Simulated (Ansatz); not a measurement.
The cell is made up: elements placed on another compound's structure type, so the phase may be hypothetical.

By PBEsol, the system below comes out a metal.

A figure of merit of an interconnect metal is its ballistic conductance per area.

Input:

```
WN3
1.0
    3.95554     0.00000     0.00000
    0.00000     5.59398     0.00000
    0.00000     2.79699     2.79699
W N
1 3
Direct
  0.00000   0.00000   0.00000
  0.00000   0.00000   0.50000
  0.00000   0.50000   0.50000
  0.50000   0.00000   0.00000
```

Space group of this cell: Pm-3m, ReO3 type. The cell was relaxed by PBE-D3(BJ); by PBEsol its mean pressure is -4.7 GPa.

The current flows along the normal of the first two printed cell vectors. No spin-orbit coupling; the value is a mean over 0.1 eV about the Fermi level.

Q: Give the ballistic conductance per area that PBEsol (Ansatz, an electronic-structure program) yields.

A: 1.2 × 10¹⁵ S/m² for both spins.
